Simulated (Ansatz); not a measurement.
The starting structures come from a database of crystals and need not be the phases stable at ambient conditions.

By PBEsol, the system below comes out a metal.

Without scattering a metal conducts by its projected Fermi surface.

Data:

```
ScSi
1.0
    3.66745     0.00000     0.00000
    0.00000     3.99392     0.00000
    0.00000     1.99696     4.95349
Sc Si
2 2
Cartesian
  2.75059   1.99696   3.57434
  0.91686   3.99392   1.37915
  2.75059   1.99696   0.79811
  0.91686   3.99392   4.15538
```

The cell is taken as given; by PBEsol it stands under a pressure of -2.8 GPa.

The current flows along the normal of the first two printed cell vectors. No spin-orbit coupling; the value is a mean over 0.1 eV about the Fermi level.

Problem. Compute, with PBEsol (Ansatz, a first-principles code), the ballistic conductance per area.

Solution. 0.33 × 10¹⁵ S/m² for both spins.
